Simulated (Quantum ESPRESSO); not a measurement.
Quantum ESPRESSO run on Bi (R-3m, 2 atoms in the cell): self-consistent single point.

Method: PBE, GBRV 1.5 ultrasoft (PBE) pseudopotentials (plane waves; Quantum ESPRESSO 7.5).

The change in words: lattice scaled by 0.98. Reference geometry:
```
Bi
1.0
    4.22706    -2.30844     0.00000
    4.22706     2.30844     0.00000
    2.96639     0.00000     3.79440
Bi
2
Direct
  0.23400   0.23400   0.23400
  0.76600   0.76600   0.76600
```

Reference input (self-consistent single point, DFT, PBE, plane waves, GBRV 1.5 ultrasoft (PBE) pseudopotentials): ecutwfc = 40 Ry; ecutrho = 200 Ry; occupations = smearing; smearing = gauss; degauss = 0.019992 Ry; potentials = {Bi: bi_pbe_v1.uspp.F.UPF}; K_POINTS = automatic 9 9 9 0 0 0; conv_thr = 1e-11 Ry; mixing_beta = 0.3. This run's input differs from it in these lines:

```diff
@@ -25,4 +25,4 @@
 ATOMIC_POSITIONS {alat}
-Bi    0.5548633527    0.0000000000    0.1843501097
-Bi    1.8163475564    0.0000000000    0.6034708719
+Bi    0.5548633554    0.0000000000    0.1843501233
+Bi    1.8163475652    0.0000000000    0.6034709164
 K_POINTS {automatic}
@@ -30,5 +30,5 @@
 CELL_PARAMETERS {angstrom}
-   4.2270569226    -2.3084422298     0.0000001521
-   4.2270569226     2.3084422298     0.0000001521
-   2.9663911206     0.0000000000     3.7943957984
+   4.1425157930    -2.2622733124     0.0000002817
+   4.1425157930     2.2622733124     0.0000002817
+   2.9070632701     0.0000000000     3.7185078700
```

Output (repeated stretches shortened):

```
     Self-consistent Calculation

     iteration #  1     ecut=    40.00 Ry     beta= 0.30

     negative rho (up, down):  8.728E-02 0.000E+00

     total energy              =    -370.62258115 Ry
     estimated scf accuracy    <       1.30876365 Ry

     iteration #  2     ecut=    40.00 Ry     beta= 0.30

     negative rho (up, down):  8.590E-02 0.000E+00

     total energy              =    -370.45652196 Ry
     estimated scf accuracy    <       0.32784882 Ry

     iteration #  3     ecut=    40.00 Ry     beta= 0.30

     negative rho (up, down):  8.732E-02 0.000E+00

     total energy              =    -370.54372834 Ry
     estimated scf accuracy    <       0.00342766 Ry

   [... 15 blocks of this kind left out ...]

     iteration # 19     ecut=    40.00 Ry     beta= 0.30

     negative rho (up, down):  8.857E-02 0.000E+00

     total energy              =    -370.54420672 Ry
     estimated scf accuracy    <          6.2E-11 Ry

     iteration # 20     ecut=    40.00 Ry     beta= 0.30

     negative rho (up, down):  8.857E-02 0.000E+00
     End of self-consistent calculation

     Number of k-points >= 100: set verbosity='high' to print the bands.

     the Fermi energy is     9.9931 ev

!    total energy              =    -370.54420672 Ry
     estimated scf accuracy    <          2.8E-12 Ry
     smearing contrib. (-TS)   =      -0.00061748 Ry
     internal energy E=F+TS    =    -370.54358923 Ry

     convergence has been achieved in  20 iterations

     negative rho (up, down):  8.857E-02 0.000E+00

     Forces acting on atoms (cartesian axes, Ry/au):

     atom    1 type  1   force =     0.00918632    0.00000000    0.00305213
     atom    2 type  1   force =    -0.00918632    0.00000000   -0.00305213

     Total force =     0.013690     Total SCF correction =     0.000003

     negative rho (up, down):  8.857E-02 0.000E+00
          total   stress  (Ry/bohr**3)                   (kbar)     P=       18.58
   0.00012571   0.00000000  -0.00000031           18.49        0.00       -0.05
   0.00000000   0.00012665   0.00000000            0.00       18.63        0.00
  -0.00000031   0.00000000   0.00012655           -0.05        0.00       18.62

   JOB DONE.
```

The run converged in 20 iterations. Against the reference run the free energy rises by 12.8 meV/atom, the pressure goes from -0.99 to 1.86 GPa and the largest force goes from 0.020 to 0.249 eV/Å.

The starting cell has typed, rounded lattice constants, without a prior relaxation at this level. Its lattice was rescaled by a random factor within 2.5 % of one. For this run, on top of that: lattice scaled by 0.98.

Cost on one core of a shared machine: roughly 3 min.
